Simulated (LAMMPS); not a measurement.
System: CeO2 (fluorite), 324 atoms, at 1620 K and 5 GPa, heated as the crystal.

All values are model results, not measurements: classical MD, Buckingham potential of Lewis and Catlow, J. Phys. C 18, 1149 (1985), first set, used with rigid ions (no shells), PPPM sums, short-range terms cut at 10 Å, modified for these runs by an r^-4 repulsive force inside the short-range force's maximum, run in LAMMPS.

Starting crystal:

```cif
data_Ce4O8
_chemical_formula_sum 'Ce4 O8'
_space_group_name_H-M_alt 'Fm-3m'
_space_group_IT_number 225
_space_group_name_Hall '-F 4 2 3'
_cell_length_a 5.41000
_cell_length_b 5.41000
_cell_length_c 5.41000
_cell_angle_alpha 90.000
_cell_angle_beta 90.000
_cell_angle_gamma 90.000
loop_
_atom_site_label
_atom_site_type_symbol
_atom_site_symmetry_multiplicity
_atom_site_Wyckoff_symbol
_atom_site_fract_x
_atom_site_fract_y
_atom_site_fract_z
_atom_site_occupancy
Ce1 Ce 4 a 0.00000 0.00000 0.00000 1
O1 O 8 c 0.25000 0.25000 0.25000 1
```

Problem. Give the state found, the volume per atom, the coordination number of O by Ce, the enthalpy per atom as this potential yields it.

Solution. state found: crystal; no diffusion seen in 21 ps; volume per atom: 13.770 ± 0.003 Å³/atom; coordination number of O by Ce: 4.00 (counted to 3.54 Å); enthalpy per atom: -33.3533 ± 0.0003 eV/atom.

Caution: the potential ionic pair potential lewis1985a is fitted to static crystal properties with a polarisable anion, which is rigid here. Caution: a run this short can hold a crystal over, or a liquid under, the potential's own melting point, which these runs don't give.
